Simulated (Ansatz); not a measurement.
**Parameter sweep on TlPbF3 (Pnma, 20 atoms in the cell)**

```xyz
20
Lattice="6.4854 0.0000 0.0000 0.0000 9.1509 0.0000 0.0000 0.0000 6.4638" Properties=species:S:1:pos:R:3 pbc="T T T"
Tl     3.1629     2.2877     6.4095
Tl     6.4056     2.2877     3.2862
Tl     3.3225     6.8632     0.0543
Tl     0.0798     6.8632     3.1776
Pb     0.0000     0.0000     0.0000
Pb     3.2427     4.5755     3.2319
Pb     0.0000     4.5755     0.0000
Pb     3.2427     0.0000     3.2319
F      0.2030     2.2877     0.3788
F      3.4457     2.2877     2.8531
F      6.2824     6.8632     6.0850
F      3.0397     6.8632     3.6107
F      1.8678     4.9140     1.3768
F      5.1105     8.8123     1.8551
F      4.6176     0.3386     5.0870
F      1.3749     4.2369     4.6087
F      4.6176     4.2369     5.0870
F      1.3749     0.3386     4.6087
F      1.8678     8.8123     1.3768
F      5.1105     4.9140     1.8551
```

Base run A: PBE run with Ansatz (a program for electronic structure), self-consistent single point.

Its settings: kpoints.mp_grid.grid = 3 2 3; hamiltonian.xc = pbe; hamiltonian.pseudopotentials = {kind: paw} (the program's default PAW files); scf.occupations.method = gaussian; scf.occupations.width = 0.1 eV.

The starting cell was generated: these elements placed on a structure prototype, without a prior relaxation; it need not be a known phase or ordering of this composition. Spin-orbit coupling is off. In the base run, with a pressure of about 9 GPa the cell is away from its equilibrium volume at this level. Ansatz's pressure includes its estimate of the finite-basis (Pulay) stress.

ΔF is the free energy per atom less that of run A. 

```json
[
 {"run": "A", "scf.mixing.algorithm, scf.mixing.beta": "default (the program chose MSR1), default", "ΔF (meV/atom)": "0.00", "pressure (GPa)": "8.57", "largest force (eV/Å)": "0.393", "gap on the mesh (eV)": "1.717", "iterations": "7"},
 {"run": "B", "scf.mixing.algorithm, scf.mixing.beta": "broyden, 0.02", "ΔF (meV/atom)": "0.00", "pressure (GPa)": "8.57", "largest force (eV/Å)": "0.393", "gap on the mesh (eV)": "1.717", "iterations": "18"},
 {"run": "C", "scf.mixing.algorithm, scf.mixing.beta": "broyden, 0.05", "ΔF (meV/atom)": "0.00", "pressure (GPa)": "8.57", "largest force (eV/Å)": "0.393", "gap on the mesh (eV)": "1.717", "iterations": "12"},
 {"run": "D", "scf.mixing.algorithm, scf.mixing.beta": "broyden, 0.1", "ΔF (meV/atom)": "0.00", "pressure (GPa)": "8.57", "largest force (eV/Å)": "0.393", "gap on the mesh (eV)": "1.717", "iterations": "10"},
 {"run": "E", "scf.mixing.algorithm, scf.mixing.beta": "broyden, 0.2", "ΔF (meV/atom)": "0.00", "pressure (GPa)": "8.57", "largest force (eV/Å)": "0.393", "gap on the mesh (eV)": "1.717", "iterations": "9"},
 {"run": "F", "scf.mixing.algorithm, scf.mixing.beta": "broyden, 0.3", "ΔF (meV/atom)": "0.00", "pressure (GPa)": "8.57", "largest force (eV/Å)": "0.393", "gap on the mesh (eV)": "1.717", "iterations": "8"},
 {"run": "G", "scf.mixing.algorithm, scf.mixing.beta": "broyden, 0.5", "ΔF (meV/atom)": "0.00", "pressure (GPa)": "8.57", "largest force (eV/Å)": "0.393", "gap on the mesh (eV)": "1.717", "iterations": "7"},
 {"run": "H", "scf.mixing.algorithm, scf.mixing.beta": "broyden, 0.7", "ΔF (meV/atom)": "0.00", "pressure (GPa)": "8.57", "largest force (eV/Å)": "0.393", "gap on the mesh (eV)": "1.717", "iterations": "7"},
 {"run": "I", "scf.mixing.algorithm, scf.mixing.beta": "broyden, 0.9", "ΔF (meV/atom)": "0.00", "pressure (GPa)": "8.57", "largest force (eV/Å)": "0.393", "gap on the mesh (eV)": "1.717", "iterations": "7"},
 {"run": "J", "scf.mixing.algorithm, scf.mixing.beta": "broyden, 1", "ΔF (meV/atom)": "0.00", "pressure (GPa)": "8.57", "largest force (eV/Å)": "0.393", "gap on the mesh (eV)": "1.717", "iterations": "7"}
]
```

Runs B, C, D, E, F, G, H, I, J reached the same state as A (within 1 meV/atom). The fewest iterations to that state were 7 (A, G, H, I, J); the most were 18.

Keys are those of Ansatz 0.2.
